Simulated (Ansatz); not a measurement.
hypothetical CdI2 type CeO2 with two functionals, pressure 7.5 GPa

Consider CeO₂ in the CdI2 type structure (space group P-3m1, No. 164; a = 3.6012 Å, c = 4.5255 Å; a hypothetical phase, not in the database extracts checked).

(Cell as relaxed with PBE-D3(BJ).)

Levels (all Ansatz, a first-principles code, PAW): PBE-D3(BJ) (420 eV, no SOC); r2SCAN+rVV10 (500 eV, spin-orbit coupling left out).

Each level relaxes its own structure.

```csv
base,PBE-D3(BJ),r2SCAN+rVV10
volume per atom,16.94 Å³,16.44 Å³
lattice parameter a,6.805 bohr,6.792 bohr
band gap,2.25 eV,2.52 eV
```

Modification: cell and atoms relaxed at a pressure of 7.5 GPa.

```csv
quantity,PBE-D3(BJ),r2SCAN+rVV10
lattice parameter a,6.735 bohr,6.732 bohr
smallest direct gap,2.20 eV,2.46 eV
shift of the gap caused by the change,-0.20 eV,-0.22 eV
"valley order (the lowest conduction-band minima on the path, energy above the VBM, named in the base's zone)","A (0, 0, 1/2) 2.05 eV; M (1/2, 0, 0) 2.19 eV","A (0, 0, 1/2) 2.30 eV; M (1/2, 0, 0) 2.51 eV"
```

PBE-D3(BJ)'s smallest direct gap lies 0.255 eV below r2SCAN+rVV10's; both order the valleys alike. Neither level is exact; r2SCAN+rVV10 is the comparison here, not a measurement.

Load acts through the strain it causes; cell and atoms are relaxed under it. Stability against distortions was not tested. No other phases were tried under pressure. Starting moments died away, wholly or in part, for the base; another magnetic solution may exist. The final runs are not spin-polarised.
